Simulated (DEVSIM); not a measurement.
System: Pt/SiO2/p-Si capacitor, at 300 K.

Layer 1 from the left is SiO2, thickness (nm) 22.0. Layer 2 from the left is Si, thickness (nm) 1700, Na (cm⁻³) 1.1e17.

Metal gate on the left, work function 5.6 eV. Fixed charge at the semiconductor interface 0 cm⁻² (in units of +e); no interface traps.

This is a model device: material constants are rounded textbook-type values typed into the input, and sizes, dopings and lifetimes were drawn at random. Values at 300 K.

SiO2: gap (eV) 9, affinity (eV) 0.9, permittivity 3.9. Si: gap (eV) 1.124, affinity (eV) 4.05, permittivity 11.7, Nc (cm⁻³) 2.86e19, Nv (cm⁻³) 3.1e19.

DEVSIM, 1D Poisson equation in equilibrium, Boltzmann statistics, complete ionisation; no quantum confinement or tunnelling. Metal contacts follow the ideal Schottky-Mott rule: no Fermi-level pinning, no interface dipoles.

Task: What does the simulation give for the minimum of the low-frequency capacitance?

Result: minimum of the low-frequency capacitance 0.0681 μF/cm².
